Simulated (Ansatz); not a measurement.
# As, element substitutions

Take As in the A7 type structure (space group R-3m, No. 166; a = 3.761 Å, c = 10.734 Å (hexagonal axes); layered) as the base.

Each row replaces one element on all its sites; cell and atoms are relaxed.

All numbers come from Ansatz (an electronic-structure program) r2SCAN+rVV10, no spin-orbit coupling.

```json
[
 {"variant": "base", "shortest interatomic distance": "2.517 Å", "space group": "R-3m (No. 166)"},
 {"variant": "As → P", "shortest interatomic distance": "?", "space group": "R-3m (No. 166)"},
 {"variant": "As → Cu", "shortest interatomic distance": "2.518 Å", "space group": "?"},
 {"variant": "As → Se", "shortest interatomic distance": "?", "space group": "?"}
]
```

### Question
Some entries are withheld; estimate them.

### Answer

- As → P, shortest interatomic distance: 2.301 Å
- As → Cu, space group: Fm-3m (No. 225)
- As → Se, shortest interatomic distance: 2.803 Å
- As → Se, space group: Pm-3m (No. 221)

Whether these cells are dynamically stable was not tested. For P and Se in this form, whether it has been made was not checked. All final runs are without spin polarisation. This is not the structure that P has at room temperature and ambient pressure. This is not the structure that Se has at room temperature and ambient pressure.
